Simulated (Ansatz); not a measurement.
Results of HSE06 (plane waves, PAW; Ansatz, a quantum-chemistry and plane-wave program) for PbS (Cmcm, No. 63, 4 atoms in the cell; start mp-1018115; high-pressure phase).

Run with plane-wave cutoff 460 eV, 6×6×6 k mesh, Fermi–Dirac smearing 0.01 eV, scalar-relativistic PAW data made under PBE.

Cell (relaxed with PBEsol):

```xyz
4
Lattice="2.0489 -5.7943 0.0000 2.0489 5.7943 0.0000 0.0000 0.0000 4.2362" Properties=species:S:1:pos:R:3 pbc="T T T"
Pb     2.0489    -4.3231     3.1771
Pb     2.0489     4.3231     1.0590
S      2.0489    -1.6344     3.1771
S      2.0489     1.6344     1.0590
```

### Question
Estimate the band gap, smallest direct gap on the k points sampled and direct gap at Γ that the calculation returns.

### Answer

- band gap = 1.58 eV
- smallest direct gap on the k points sampled = 1.61 eV
- direct gap at Γ = 6.08 eV

Note: cell and atoms aren't relaxed at this level (pressure 1.7 GPa).

Spin–orbit coupling is not included; with these elements it can move the gap by several tenths of an eV or more.

The result took roughly 7 core-minutes.

A start named mp-… is a Materials Project structure, which need not be a measured phase.
